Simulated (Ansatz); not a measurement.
This Ansatz (an electronic-structure program) input is the reference run, Ga₂O₃ in the corundum structure (space group R-3c, No. 167), computed with PBEsol, PAW, 420 eV (Ansatz; no spin-orbit coupling):

Ansatz 0.2 input:
```yaml
crystal:
  lattice:
    - [2.5001711843, 1.4434745063, 4.4829273089]
    - [-2.5001711843, 1.4434745063, 4.4829273089]
    - [0, -2.8869490125, 4.4829273089]
  atoms:
    - { symbol: Ga, position: [0.6442995292, 0.6442995292, 0.6442995292] }
    - { symbol: Ga, position: [0.1442995292, 0.1442995292, 0.1442995292] }
    - { symbol: Ga, position: [0.3557004708, 0.3557004708, 0.3557004708] }
    - { symbol: Ga, position: [0.8557004708, 0.8557004708, 0.8557004708] }
    - { symbol: O, position: [0.75, 0.4472128087, 0.0527871913] }
    - { symbol: O, position: [0.0527871913, 0.75, 0.4472128087] }
    - { symbol: O, position: [0.25, 0.5527871913, 0.9472128087] }
    - { symbol: O, position: [0.5527871913, 0.9472128087, 0.25] }
    - { symbol: O, position: [0.9472128087, 0.25, 0.5527871913] }
    - { symbol: O, position: [0.4472128087, 0.0527871913, 0.75] }
basis: { ecutwfc: 420, ecutrho_ratio: 4, xc_grid: 2, fft_grid_basis: typed }
kpoints: { mp_grid: { grid: [8, 8, 8] } }
hamiltonian:
  xc: pbesol
  dispersion: none
  pseudopotentials: { kind: paw }
scf: { occupations: { method: fermi_dirac, width: 0.05 }, convergence: { dr2_threshold: 0.000000001 } }
output: { forces: true, stress: true }
checkpoint: { write: state.ck, write_every: 1000 }
```

Write the input for this change: biaxial strain −3.00 %, plane normal [001], relaxed out of plane (Cartesian); in-plane vectors clamped, the third vector and the atoms free.


Ansatz 0.2 input:
```yaml
crystal:
  lattice:
    - [4.8503320975, 0, 0]
    - [2.4251660488, 4.2005108132, 0]
    - [2.4251660488, -1.4001702711, 4.5501712185]
  atoms:
    - { symbol: Ga, position: [0.7114009416, 0.6442995292, 0.9328985876] }
    - { symbol: Ga, position: [0.7114009416, 0.1442995292, 0.4328985876] }
    - { symbol: Ga, position: [0.2885990584, 0.3557004708, 0.0671014124] }
    - { symbol: Ga, position: [0.2885990584, 0.8557004708, 0.5671014124] }
    - { symbol: O, position: [0.5, 0.4472128087, 0.25] }
    - { symbol: O, position: [0.8027871913, 0.75, 0.25] }
    - { symbol: O, position: [0.5, 0.5527871913, 0.75] }
    - { symbol: O, position: [0.8027871913, 0.9472128087, 0.75] }
    - { symbol: O, position: [0.1972128087, 0.25, 0.75] }
    - { symbol: O, position: [0.1972128087, 0.0527871913, 0.25] }
basis: { ecutwfc: 420, ecutrho_ratio: 4, xc_grid: 2, fft_grid_basis: typed }
kpoints: { mp_grid: { grid: [8, 8, 8] } }
hamiltonian:
  xc: pbesol
  dispersion: none
  pseudopotentials: { kind: paw }
scf: { occupations: { method: fermi_dirac, width: 0.05 } }
relax: { f_tol: 0.005, max_steps: 50, cell: { stress_tol: 0.01, fix: [a, b, gamma] } }
output: { forces: true, stress: true }
checkpoint: { write: state.ck, write_every: 1000 }
```
This is the input that was run; other choices of cell and start would serve too.

Whether these cells are dynamically stable was not tested.
